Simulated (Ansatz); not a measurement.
**Pressure series in AlN**

Start from AlN in the zinc blende structure (space group F-43m, No. 216; a = 4.342 Å).

Cell and atoms are relaxed at each pressure.

The values are results of plane-wave PAW DFT at the LDA level (Ansatz, a program for electronic structure, 420 eV), without spin-orbit coupling, not measurements.

| variant | smallest direct gap | lattice parameter a | electron mass | width of the top valence band |
|---|---|---|---|---|
| base | 4.39 eV | 4.342 Å | 0.52 mₑ along k, 0.32 mₑ across (at X) | 2.76 eV |
| pressure −2 GPa | 4.30 eV | 4.356 Å | 0.54 mₑ along k, 0.33 mₑ across (at X) | 2.73 eV |
| pressure −1 GPa | 4.34 eV | 4.349 Å | 0.52 mₑ along k, 0.32 mₑ across (at X) | 2.75 eV |
| pressure 0.9 GPa | 4.43 eV | 4.336 Å | 0.52 mₑ along k, 0.32 mₑ across (at X) | 2.77 eV |
| pressure 2.1 GPa | [?] | [?] | 0.52 mₑ along k, 0.32 mₑ across (at X) | [?] |
| pressure 9 GPa | 4.75 eV | 4.285 Å | 0.52 mₑ along k, 0.32 mₑ across (at X) | 2.84 eV |
| pressure 15 GPa | 4.97 eV | 4.252 Å | 0.51 mₑ along k, 0.32 mₑ across (at X) | 2.90 eV |
| pressure 22.5 GPa | 5.18 eV | 4.214 Å | 0.51 mₑ along k, 0.31 mₑ across (at X) | 2.96 eV |
| pressure 30 GPa | 5.22 eV | 4.180 Å | 0.51 mₑ along k, 0.31 mₑ across (at X) | 3.01 eV |

What belongs in the blanks?


- pressure 2.1 GPa, smallest direct gap: 4.48 eV
- pressure 2.1 GPa, lattice parameter a: 4.328 Å
- pressure 2.1 GPa, width of the top valence band: 2.78 eV

Load acts through the strain it causes; cell and atoms are relaxed under it. Masses are band curvatures over ±0.01 Å⁻¹ around the edge. Along k means along the line from Γ to the band edge. Whether these cells are dynamically stable was not tested. Tetrahedral semiconductors of this kind turn to denser phases somewhere between about 1 and 50 GPa; those were not computed, so compressed cells here can lie past the real transition. This is not the structure that AlN has at room temperature and ambient pressure.
